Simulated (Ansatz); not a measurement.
Results of PBEsol (Ansatz, a quantum-chemistry and plane-wave program, plane waves, PAW) for C (model structure, started from the bcc type, Im-3m, No. 229, 1 atom in the cell).

The input as run:

Ansatz 0.2 input:
```yaml
crystal:
  lattice:
    - [-1.1790758575, 1.1790758575, 1.1790758575]
    - [1.1790758575, -1.1790758575, 1.1790758575]
    - [1.1790758575, 1.1790758575, -1.1790758575]
  atoms:
    - { symbol: C, position: [0.0, 0.0, 0.0] }
basis:
  ecutwfc: 520
  ecutrho_ratio: 4
  xc_grid: 2
kpoints:
  mp_grid: { grid: [32, 32, 32] }
hamiltonian:
  xc: pbesol
  dispersion: none
  pseudopotentials: { kind: paw }
scf:
  occupations: { method: fermi_dirac, width: 0.05 }
output:
  forces: false
  stress: true
  eigenvalues: true
relax:
  f_tol: 0.004
  escape_saddle: false
  max_steps: 80
```

Excerpt of the program's output:

```
WARN output.stress: scf.convergence.dr2_threshold = 1e-7 eV (the SCF's general default) is looser than the 1e-10 eV advised for a printed stress (1e-10 eV for …
Relaxation: its limit of steps is 80 (relax.max_steps)
Crystal: 1 atoms, lattice volume = 6.557 Å³
Basis set: ecut = 520 eV, 177 PW (Γ), exchange–correlation on 32×32×32 points (8 copies of the dense FFT grid, shifted against one another)
Bands: 6, of which v1, the nominal top of the filled ones, is band 2 counted from 1 (1 counted from 0)
Symmetry: 48 space group operations
Space group: Im-3m (ITA 229), of the structure as read, at distance tolerance 1.9e-5 Å
k-points: 897 of 32768
Functional: x = pbesol(κ = 0.804, μ = 0.12345679012345678), c = pbesol(β = 0.046)
SCF iter   1: F=—  HF=-242.465921 eV  |F-HF|=—  |Δ(HF+E_count)|=         —  Δρ=7.31e-3  dr2=2.06e-3
SCF iter   2: F=—  HF=-242.465017 eV  |F-HF|=—  |Δ(HF+E_count)|=   9.05e-4  Δρ=3.23e-3  dr2=3.99e-4
  ...
SCF iter   5: F=-242.464886 eV  HF=-242.464886 eV  |F-HF|=2.80e-9  |Δ(HF+E_count)|=   4.67e-8  Δρ=1.41e-5  dr2=7.43e-9
SCF iter   6: F=-242.464886 eV  HF=-242.464886 eV  |F-HF|=4.26e-11  |Δ(HF+E_count)|=   2.02e-9  Δρ=1.58e-6  dr2=9.87e-11
SCF 1 converged in 6 iterations: F = -242.464886 eV  dr2 = 9.87e-11
relax step   1: F+E_penalty+E_count = -242.46488617 eV  Δ(F+E_penalty+E_count) = +0.000e0 eV  max|allowed force component| = 0.000e0 eV/Å  Δτ_max = 0.0000 Å  (6 SCF iters, accepted)
SCF converged after 6 iterations
Free energy (F): -242.464886 eV
Internal energy: -242.461837 eV  (E = F + TS)
E sigma→0 (E₀):  -242.463362 eV
Fermi energy:    11.825596 eV
--- Forces (eV/Å), atoms counted from 1 ---
  atom   1  C      0.00000000    -0.00000000    -0.00000000
--- Stress (GPa, compression-positive) ---
       -3.999931       0.000000      -0.000000
       -0.000000      -3.999931      -0.000000
        0.000000       0.000000      -3.999931
  P = ⅓ Tr σ = -3.9999 GPa (-39.999 kbar)
```

The cell is one volume of an energy–volume scan, off the minimum.

The PAW data were made under PBE.

Note: the relaxation could raise the start's symmetry but not lower it, so the cell can be a saddle point.

Computing time: roughly 5 core-seconds.

A model structure was made by putting elements into a prototype or built by hand; it is no filed structure, need not be a known phase, and can be a saddle point held by its symmetry.
